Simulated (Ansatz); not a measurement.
Given:

```yaml
crystal:
  lattice:
    - [0.00000, 2.69149, 2.75494]
    - [2.69149, 0.00000, 2.75494]
    - [2.69149, 2.69149, 0.00000]
  atoms:
    - { symbol: Ga, position: [0.00000, 0.00000, 0.00000] }
    - { symbol: P, position: [0.25000, 0.25000, 0.25000] }
```

Computed with r2SCAN with spin-orbit coupling, rigid bands (plane waves, PAW; Ansatz, a quantum-chemistry and plane-wave program). Condition of this run: biaxial stress xx = yy = 2 GPa (compression positive) (the target of the relaxation). Geometry: cell and atoms relaxed with r2SCAN, then loaded as said.

Task: What conductivity effective mass do dilute holes have at 300 K?

Result: 0.38 (x), 0.38 (y), 0.46 (z) mₑ.

Task: Predict the electron conductivity mass (n e² τ/σ) at 300 K, by direction if it differs.

Result: 0.41 (x), 0.41 (y), 0.25 (z) mₑ.

Task: And the band gap?

Result: 1.68 eV at this level; semilocal functionals usually fall short of the measured gap.

Rigid bands, one relaxation time for all states, no polarons.
